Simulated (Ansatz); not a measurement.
System: Ni (model structure, started from the diamond type, Fd-3m, No. 227, 2 atoms in the cell). Method: PBEsol (Ansatz, an electronic-structure program, PAW).

Run with plane-wave cutoff 520 eV, 20×20×20 k mesh, Fermi–Dirac smearing 0.05 eV, spin-polarised with parallel moments, scalar-relativistic PAW data made under PBE.

Cell (relaxed at this level):

```yaml
crystal:
  lattice:
    - [0.00000, 2.50392, 2.50392]
    - [2.50392, 0.00000, 2.50392]
    - [2.50392, 2.50392, 0.00000]
  atoms:
    - { symbol: Ni, position: [0.75000, 0.75000, 0.75000], spin: 2.0 }
    - { symbol: Ni, position: [0.50000, 0.50000, 0.50000], spin: 2.0 }
```

Question: Give the computed bulk modulus B0.

Answer: 
- bulk modulus B0: 108 GPa

The run finds no gap.

Note: the magnetic order was assumed, not searched for or taken from measurement; the bulk modulus is −V dP/dV from two relaxed cells at ±2 % in volume; the relaxation could raise the start's symmetry but not lower it, so the cell can be a saddle point.

Spins in the cell block are starting values.

Computed values are for the static lattice.

A model structure was made by putting elements into a prototype or built by hand; it is no filed structure, need not be a known phase, and can be a saddle point held by its symmetry.
